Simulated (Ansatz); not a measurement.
Base system: FePt (space group P4/mmm, No. 123; a = 2.730 Å, c = 3.764 Å; ferromagnetic).

Levels (all Ansatz, an electronic-structure program, PAW): PBE (420 eV, no SOC); r2SCAN (500 eV, scalar-relativistic without spin-orbit coupling).

Levels that relaxed their own cell: PBE and r2SCAN.

```tsv
level	lattice parameter a	lattice parameter c
PBE	2.730 Å	3.764 Å
r2SCAN	2.734 Å	3.721 Å
```

Measured: lattice parameter a 2.7268 Å (room temperature; as listed in S. Sawada et al., Applied Physics Letters (2023)); lattice parameter c 3.7261 Å (room temperature; as listed in S. Sawada et al., Applied Physics Letters (2023)).

Computed minus measured — lattice parameter a: PBE +0.1 %, r2SCAN +0.3 %; lattice parameter c: PBE +1.0 %, r2SCAN -0.1 % (closest: r2SCAN). Measured values not marked as corrected hold thermal and zero-point effects that the static-lattice runs lack.

Other magnetic orders, which the real material may have, were not ruled out. Stability against distortions was not tested.
